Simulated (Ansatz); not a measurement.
The starting structures come from a database of crystals and need not be the phases stable at ambient conditions.

 Where the default PAW files enter, the runs use the earlier of Ansatz's two default sets.

Tunnelling through a barrier is set by its complex band structure: the current falls as exp(−2κd) with the smallest κ.

Input:

```
CdNaVO4
1.0
    5.42122     0.00000     0.00000
    0.00000     7.03359     0.00000
    2.29177     0.00000     4.91298
Na V Cd O
2 2 2 8
Direct
  0.68182   0.25000   0.68182
  0.31818   0.75000   0.31818
  0.64950   0.75000   0.64950
  0.35050   0.25000   0.35050
  0.00000   0.50000   0.00000
  0.00000   0.00000   0.00000
  0.22147   0.25000   0.70609
  0.77853   0.75000   0.29391
  0.29391   0.75000   0.77853
  0.70609   0.25000   0.22147
  0.75743   0.55482   0.75743
  0.24257   0.44518   0.24257
  0.24257   0.05482   0.24257
  0.75743   0.94518   0.75743
```

Space group of this cell: Cmcm. The cell is taken as given; by r2SCAN its mean pressure is -1.0 GPa.

Transport runs along the normal of the first two printed cell vectors.

The gap is the functional's own, uncorrected, and κ follows it; spin-orbit coupling is left out. Mid-gap values are interpolated between the computed energies.

Q: Give the band gap and the smallest decay constant κ at mid-gap that r2SCAN in Ansatz (a first-principles code) yields.

A: Gap 3.50 eV on a 6×4×6 mesh; κ = 0.537 1/Å, at (0.500, 0.000) of the in-plane reciprocal vectors. At the zone centre, at the nearest computed energy, the slowest state has κ = 0.59 1/Å.
